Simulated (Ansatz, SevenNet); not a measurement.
**How the enthalpy of formation of L1₂ (Cu3Au-type) Ni₃Fe moves with the method**

No measured value is used here.

| level (code) | value (eV/atom) |
|---|---|
| SevenNet-0 | -0.037 |
| LDA (Ansatz) | -0.066 |
| PBE (Ansatz) | -0.089 |
| PBEsol (Ansatz) | -0.082 |
| PBE-D3(BJ) (Ansatz) | -0.081 |
| PBE-D4 (Ansatz) | -0.082 |
| rVV10 (Ansatz) | -0.076 |
| r²SCAN (Ansatz) | -0.130 |
| B3LYP (VWN-RPA form) (Ansatz) | -0.201 |
| HSE06 (Ansatz) | -0.252 |
| PBE0 (Ansatz) | -0.274 |
| r²SCANh (Ansatz) | -0.185 |

Spin-polarised runs: LDA (parallel moments), PBE (parallel moments), PBEsol (parallel moments), PBE-D3(BJ) (parallel moments), PBE-D4 (parallel moments), rVV10 (parallel moments), r²SCAN (parallel moments), B3LYP (VWN-RPA form) (parallel moments), HSE06 (parallel moments), PBE0 (parallel moments), r²SCANh (parallel moments). Each level is taken at its own relaxed cell. Cutoffs differ between the levels. Ansatz's density-functional and Hartree–Fock values are scalar-relativistic unless marked +SOC, with PAW data made under PBE.

Machine-learned potentials (SevenNet-0) are trained on DFT data: a solid inside that data is no test of them.

Ansatz is a program for electronic structure.
